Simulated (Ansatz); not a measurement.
The starting structures come from a database of crystals and need not be the phases stable at ambient conditions.

The decay constant κ of evanescent states in the gap governs leakage through a thin film.

Here is the system:

```yaml
crystal:
  lattice:
    - [4.72422, 0.00000, 0.00000]
    - [0.00000, 9.84441, 0.00000]
    - [0.00000, 2.48593, 4.27699]
  atoms:
    - { symbol: Sr, position: [0.10904, 0.14658, 0.60342] }
    - { symbol: Sr, position: [0.89096, 0.85342, 0.39658] }
    - { symbol: Sr, position: [0.60904, 0.35342, 0.89658] }
    - { symbol: Sr, position: [0.39096, 0.64658, 0.10342] }
    - { symbol: O, position: [0.46557, 0.35537, 0.39463] }
    - { symbol: O, position: [0.53443, 0.64463, 0.60537] }
    - { symbol: O, position: [0.96557, 0.14463, 0.10537] }
    - { symbol: O, position: [0.03443, 0.85537, 0.89463] }
    - { symbol: O, position: [0.77713, 0.39550, 0.35450] }
    - { symbol: O, position: [0.22287, 0.60450, 0.64550] }
    - { symbol: O, position: [0.27713, 0.10450, 0.14550] }
    - { symbol: O, position: [0.72287, 0.89550, 0.85450] }
```

Space group of this cell: Pnma. The cell is taken as given; by r2SCAN its mean pressure is -3.0 GPa.

Transport runs along the normal of the first two printed cell vectors.

No gap correction and no spin-orbit coupling; mid-gap values are interpolated between computed energies.

Task: Predict the band gap and the smallest decay constant κ at mid-gap from r2SCAN in Ansatz (an electronic-structure program).

Result: Gap 3.37 eV on a 6×8×8 mesh; κ = 0.491 1/Å, at (0.167, 0.000) of the in-plane reciprocal vectors. At the zone centre, at the nearest computed energy, the slowest state has κ = 0.49 1/Å.
